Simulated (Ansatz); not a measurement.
The starting structures come from a database of crystals and need not be the phases stable at ambient conditions.

 Where the default PAW files enter, the runs use the earlier of Ansatz's two default sets.

Given:

```xyz
11
Lattice="5.3911 0.0000 0.0000 -2.6955 4.6688 0.0000 2.6955 1.5563 5.9689" Properties=species:S:1:pos:R:3 pbc="T T T"
K      2.6955     1.5563     2.2231
K      2.6955     4.6688     3.7458
Ca     0.0000     0.0000     0.0000
C      0.0000     3.1125     1.4198
C      5.3911     3.1125     4.5491
O      5.3911     4.4050     4.5417
O      0.0000     1.8201     1.4272
O      4.2718     2.4663     4.5417
O      1.1193     3.7588     1.4272
O      6.5104     2.4663     4.5417
O     -1.1193     3.7588     1.4272
```

Space group of this cell: R-3m. The cell is taken as given; by r2SCAN its mean pressure is -0.7 GPa.

Transport runs along the normal of the first two printed cell vectors, the (001) plane of the conventional cell.

The gap is the functional's own, uncorrected, and κ follows it; spin-orbit coupling is left out. Mid-gap values are interpolated between the computed energies.

**Question.** Compute, with r2SCAN run with Ansatz (an electronic-structure program), the band gap and the smallest decay constant κ at mid-gap.

**Answer.** Gap 5.17 eV on a 8×8×8 mesh; κ = 0.552 1/Å, at the zone centre.
